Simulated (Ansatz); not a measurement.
Base system: Si₃N₄ (space group P6_3/m, No. 176; a = 7.6635 Å, c = 2.9265 Å).

The values are results of PBE (Ansatz, a program for electronic structure, PAW, scalar-relativistic without spin-orbit coupling), not measurements.

One change was made to it. Results:

The electron mass is still 0.22 mₑ along c, 1.5 mₑ across (at Γ); the band gap stays essentially unchanged (4.25 eV against 4.26 eV); the lattice parameter a falls by 0.0031 Å to 7.660 Å.

What was done to the base?
(A) pressure −2 GPa
(B) pressure 7.5 GPa
(C) pressure 1.5 GPa
(D) pressure 0.3 GPa

D, pressure 0.3 GPa. For comparison, the lattice parameter a in the other runs: pressure 7.5 GPa gives 7.584 Å; pressure −2 GPa gives 7.687 Å; pressure 1.5 GPa gives 7.647 Å.

Load acts through the strain it causes; cell and atoms are relaxed under it. Masses are band curvatures over ±0.01 Å⁻¹ around the edge. Whether these cells are dynamically stable was not tested. Competing high-pressure phases were not computed.
